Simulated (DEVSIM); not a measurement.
Structure: abrupt Si n-p junction, at 350 K.

| layer (left to right) | material | thickness (μm) | Nd (cm⁻³) | Na (cm⁻³) | τn (s) | τp (s) |
|---|---|---|---|---|---|---|
| 1 | Si | 39.0 | 1.6e19 | - | 1.8e-6 | 1.8e-6 |
| 2 | Si | 0.400 | - | 1.1e16 | 1.8e-6 | 1.8e-6 |

Left contact: ohmic. Right contact: ohmic. Voltage is applied to the left contact. Recombination: SRH at mid-gap, radiative. Mobility is μmin + (μ − μmin)/(1 + (N/Nref)^α).

Constants are typed, rounded textbook-type inputs, not results; the design itself was drawn at random and stands for no fabricated device. Values at 300 K; Nc and Nv go as T^1.5, mobilities as T to minus their exponent, the gap by Varshni's rule with the affinity fixed. The table also holds parameters that only a changed run uses.

```
parameter               Si
----------------  --------
gap (eV)             1.124
affinity (eV)         4.05
permittivity          11.7
Nc (cm⁻³)          2.86e19
Nv (cm⁻³)           3.1e19
μn (cm²/Vs)           1417
μp (cm²/Vs)            470
μn,min                  52
μp,min                  45
Nref,n              9.7e16
Nref,p              2.2e17
αn                    0.68
αp                    0.72
T exponent of μn       2.3
T exponent of μp       2.2
B (cm³/s)          4.7e-15
Cn (cm⁶/s)         2.8e-31
Cp (cm⁶/s)         9.9e-32
Varshni α (eV/K)  0.000473
Varshni β (K)          636
```

DEVSIM, 1D drift-diffusion, Boltzmann statistics, complete ionisation; no tunnelling, impact ionisation, image-force lowering or self-heating.

Base results: dark forward voltage at 100 A/cm² (V) 0.541; dark forward voltage at 1 A/cm² (V) 0.390; potential step across the device at zero bias (V) 0.840; largest field in the device at zero bias (V/cm) 240000.

What follows from this one change: doping Na of layer 2 1.1e+16 → 1.1e+15 cm^-3?

dark forward voltage at 100 A/cm² 0.541 → 0.452 V; dark forward voltage at 1 A/cm² 0.390 → 0.274 V; potential step across the device at zero bias 0.840 → 0.770 V; largest field in the device at zero bias little changed (240000 V/cm).

What follows from this one change: thickness of layer 2 0.4 → 0.68 μm?

dark forward voltage at 100 A/cm² 0.541 → 0.564 V; dark forward voltage at 1 A/cm² 0.390 → 0.416 V; potential step across the device at zero bias little changed (0.840 V); largest field in the device at zero bias little changed (240000 V/cm).

What follows from this one change: temperature 350 → 450 K?

dark forward voltage at 100 A/cm² 0.541 → 0.331 V; dark forward voltage at 1 A/cm² 0.390 → 0.135 V; potential step across the device at zero bias 0.840 → 0.704 V; largest field in the device at zero bias 240000 → 270000 V/cm.

What follows from this one change: doping Nd of layer 1 1.6e+19 → 4.8e+18 cm^-3?

dark forward voltage at 100 A/cm² little changed (0.544 V); dark forward voltage at 1 A/cm² little changed (0.391 V); potential step across the device at zero bias 0.840 → 0.803 V; largest field in the device at zero bias 240000 → 140000 V/cm.

What follows from this one change: constant mobility in place of the doping-dependent one?

dark forward voltage at 100 A/cm² 0.541 → 0.533 V; dark forward voltage at 1 A/cm² 0.390 → 0.384 V; potential step across the device at zero bias little changed (0.840 V); largest field in the device at zero bias little changed (240000 V/cm).
